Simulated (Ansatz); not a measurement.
Take CdSe in the zinc blende structure (space group F-43m, No. 216; a = 6.007 Å) as the base. Axes: x, y, z lie along the cube axes.

Computed with Kohn–Sham DFT with the LDA functional, run in Ansatz (a first-principles code) with PAW and 420 eV plane waves, scalar-relativistic without spin-orbit coupling.

Now apply this change: the cell is compressed by 2.50 % along z with no lateral relaxation; the atoms relax in the strained cell.

Question: Predict the stress tensor and what it implies for the stiffness.

Answer: Stress of the strained cell less that of the base (GPa, compression positive):
```
   1.40    0.00    0.00
   0.00    1.40    0.00
   0.00    0.00    1.81
```

Then −Δσ_ii/ε with ε = -0.0250 gives secant stiffness values (nonlinear terms included at this strain): C33 ≈ 72 GPa, C13 ≈ 56 GPa and C23 ≈ 56 GPa.

Whether these cells are dynamically stable was not tested.
